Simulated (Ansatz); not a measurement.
# Worked example: self-consistent single point of BaAlSiH (P3m1, 4 atoms in the cell) in Ansatz

Method: LDA (PW92), default PAW files made with PBE (plane waves; Ansatz, an electronic-structure program).

Input:

Ansatz 0.2 input:
```yaml
# BaAlSiH
crystal:
  lattice:
    - [4.312559, 0.000000, 0.000000]
    - [-2.156279, 3.734785, 0.000000]
    - [0.000000, 0.000000, 5.236237]
  atoms:
    - { symbol: Ba, position: [0.000000, 0.000000, 0.000440] }
    - { symbol: Al, position: [0.666667, 0.333333, 0.465250] }
    - { symbol: Si, position: [0.333333, 0.666667, 0.542310] }
    - { symbol: H, position: [0.666667, 0.333333, 0.134910] }
basis:
  ecutwfc: 420.0
kpoints:
  mp_grid: { grid: [7, 7, 5] }
hamiltonian:
  xc: lda
  pseudopotentials: { kind: paw }
scf:
  occupations: { method: fermi_dirac, width: 0.02 }
output:
  forces: true
  eigenvalues: true
  stress: true
```

Log, with long lists cut:

```
WARN the atoms were moved onto the symmetric positions of the space group found under crystal.symmetry.tolerance 1.0e-5 (fractional …
WARN ansatz: RAYON_NUM_THREADS=1 ignored (pool sized by the plan → 1); use --threads N
Pseudopotentials: kind: paw
Pseudopotential: Ba, paw, valence charge 10
Pseudopotential: Al, paw, valence charge 3
Pseudopotential: Si, paw, valence charge 4
Pseudopotential: H, paw, valence charge 1
Crystal: 4 atoms, lattice volume = 84.337 Å³
Basis set: ecut = 420 eV, 1607 PW (Γ)
Bands: 13, of which v1, the nominal top of the filled ones, is band 9 counted from 1 (8 counted from 0)
Symmetry: 6 space group operations
Space group: P3m1 (ITA 156), of the structure as read, at distance tolerance 4.4e-5 Å
k-points: 32 of 245 (time reversal used)
PAW frozen core: Ba, regenerated for the run's functional, and the local potential with it
PAW frozen core: Al, regenerated for the run's functional, and the local potential with it
PAW frozen core: Si, regenerated for the run's functional, and the local potential with it
Initial density: superposition of atomic densities (neutral atoms: chi_scale 0, normalization atom), corrected by the library's trained network
Initial wavefunctions: pseudopotential atomic-orbital guess
Eigensolver: davidson
Functional: x = slater, c = lda
SCF iter   1: F=—  HF=-6918.723113 eV  |F-HF|=—  |Δ(HF+E_count)|=         —  Δρ=6.08e-3  dr2=2.78e-2  ethr=1.77e-3  ⟨swp⟩=7.7  Hψ=3192  notcnv=0
all-band conjugate gradients solve this SCF's bands
preconditioner: auto → Resta (q_TF=auto, 2.109 Å⁻¹)
SCF iter   2: F=—  HF=-6918.715605 eV  |F-HF|=—  |Δ(HF+E_count)|=   7.51e-3  Δρ=2.93e-3  dr2=6.51e-3  ethr=1.55e-4  ⟨swp⟩=2.6  Hψ=884  notcnv=0
SCF iter   3: F=—  HF=-6918.713861 eV  |F-HF|=—  |Δ(HF+E_count)|=   1.74e-3  Δρ=3.78e-4  dr2=1.07e-4  ethr=3.62e-5  ⟨swp⟩=2.8  Hψ=717  notcnv=0
SCF iter   4: F=—  HF=-6918.713852 eV  |F-HF|=—  |Δ(HF+E_count)|=   9.32e-6  Δρ=7.84e-5  dr2=1.14e-5  ethr=5.96e-7  ⟨swp⟩=2.0  Hψ=576  notcnv=0
SCF iter   5: F=—  HF=-6918.713849 eV  |F-HF|=—  |Δ(HF+E_count)|=   3.34e-6  Δρ=1.89e-5  dr2=3.74e-7  ethr=6.36e-8  ⟨swp⟩=2.2  Hψ=574  notcnv=0
SCF iter   6: F=-6918.713849 eV  HF=-6918.713849 eV  |F-HF|=3.10e-9  |Δ(HF+E_count)|=   2.21e-8  Δρ=4.76e-6  dr2=2.52e-8  ethr=5.56e-10  ⟨swp⟩=5.1  Hψ=2088  notcnv=0
SCF 1 converged in 6 iterations: F = -6918.713849 eV  dr2 = 2.52e-8
SCF converged after 6 iterations
Free energy (F): -6918.713849 eV
Harris-Foulkes:  -6918.713849 eV  (|F-HF|=3.10e-9)
Internal energy: -6918.713849 eV  (E = F + TS)
E sigma→0 (E₀):  -6918.713849 eV
Fermi energy:    7.018204 eV
--- Per-component energies (eV) ---
  E_band       = -42.381434
  E_kinetic    = 244.401833
  E_local      = -322.745445  (includes V_loc(G=0)·N_el)
  E_nonlocal   = 99.195221
  E_hartree    = 103.199142
  E_xc         = -269.670876
  E_vxc        = -223.592288  (∫ρ·V_xc dr)
  E_paw        = -5987.519423  (= ΣΔE_a)
  E_vpaw       = -46.037828  (= ΣTr[D̂ρ^β])
  E_aug_tail   = -0.001166  (compensation charges beyond the density's cutoff)
  E_ewald      = -785.995697
  E_core_change = 0.422563  (= ΣΔE_core)
  E_smearing   = -0.000000  (= −TS)
  E_closure    = 0.000000  (closes the sum)
  Σ components = -6918.713849   (vs F -6918.713849, Δ=0.00e0)
--- Forces (eV/Å), atoms counted from 1 ---
  atom   1  Ba     0.00000000    -0.00000000     0.03300808
  atom   2  Al     0.00000000     0.00000000     0.05658209
  atom   3  Si     0.00000000    -0.00000000     0.03641224
  atom   4  H     -0.00000000    -0.00000000    -0.12598307
  max |Σ_I F_I| component: 1.93e-5 eV/Å
--- Stress (GPa, compression-positive) ---
       -2.748813       0.000000      -0.000000
        0.000000      -2.748813       0.000000
       -0.000000      -0.000000      -2.948387
  P = ⅓ Tr σ = -2.8153 GPa (-28.153 kbar)
  The stress holds the Pulay correction. Without it, at fixed plane waves, as pw.x and ABINIT print it: P = -2.8570 GPa
--- Band table (eV; the first three rows and the last of 32) ---
  k-point 0: bands = ["-20.5182", "-5.8626", "-5.4734", "-5.4734", "-1.9854", "2.7226", "5.9717", "6.2921", "6.2921", "8.0472", "9.8243", "9.8243", "10.8507"]
  k-point 1: bands = ["-20.5172", "-5.9544", "-5.4707", "-5.4707", "-1.7146", "2.3713", "6.2090", "6.3897", "6.3897", "8.2045", "9.1938", "9.1938", "10.1797"]
  k-point 2: bands = ["-20.5155", "-6.0892", "-5.4664", "-5.4664", "-1.2129", "1.7632", "6.5799", "6.5799", "6.6462", "8.4829", "8.6583", "8.6583", "9.4368"]
  k-point 31: bands = ["-20.4600", "-6.0422", "-5.8183", "-5.7905", "-0.1032", "1.1677", "3.8300", "4.5321", "6.2428", "9.8539", "10.1176", "10.6130", "11.0234"]
```

The run converged in 6 iterations.

The starting cell comes from a database of computed structures (which also holds hypothetical and non-ambient phases and stackings), without a prior relaxation at this level. Its lattice was rescaled by up to half a per cent. Ansatz's pressure includes its estimate of the finite-basis (Pulay) stress.
